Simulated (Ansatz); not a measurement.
## A computed series for ZrSi2: pressure series

Start from ZrSi2 (space group Cmcm, No. 63; a = 3.675 Å, b = 14.567 Å, c = 3.656 Å).

Cell and atoms are relaxed at each pressure.

Level of theory: PBEsol/PAW in Ansatz (a first-principles code), scalar-relativistic without spin-orbit coupling.

```csv
pressure (GPa),volume per atom (Å³/atom)
-2,16.564
-1,16.434
0,16.309
0.9,16.201
2.1,?
4.5,15.798
9,15.356
22.5,14.307
30,13.844
```

Problem. Fit the third-order Birch–Murnaghan form P(V) = (3B₀/2)[(V₀/V)^(7/3) − (V₀/V)^(5/3)]·[1 + (3/4)(B₀′ − 4)((V₀/V)^(2/3) − 1)] (squares taken in P) to the rows shown and predict the withheld row.

Solution. Least squares on the printed values gives V₀ = 16.309 Å³/atom, B₀ = 133 GPa, B₀′ = 3.9; this predicts 16.061 Å³/atom, and the run gives 16.061 Å³/atom, in agreement.

Load acts through the strain it causes; cell and atoms are relaxed under it. Stability against distortions was not tested. No other phases were tried under pressure. The final runs are not spin-polarised.
